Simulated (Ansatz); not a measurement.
For Be₃N₂ (Ia-3, No. 206), rVV10 in Ansatz (PAW) gives:

* **equilibrium lattice constant a**: 8.171 Å
* **bulk modulus B0**: 212 GPa
* **cohesive energy**: 5.48 eV/atom
* **band gap**: 3.51 eV

### Question
What does r²SCAN (Ansatz, a first-principles code, plane waves, PAW) give for the same quantities?

### Answer

- lattice constant a: 8.114 Å (drops by 0.7 %)
- bulk modulus: 227 GPa (grows by 7.1 %)
- cohesive energy: 5.41 eV/atom (shrinks by 0.07 eV/atom)
- band gap: 3.99 eV (grows by 0.48 eV)

Changes are worked out from the printed values.

Unless a cell is named, each level is at its own relaxed cell.

Density-functional gaps are differences of (generalised) Kohn–Sham levels.

Ansatz's density-functional and Hartree–Fock values are scalar-relativistic unless marked +SOC, with PAW data made under PBE.
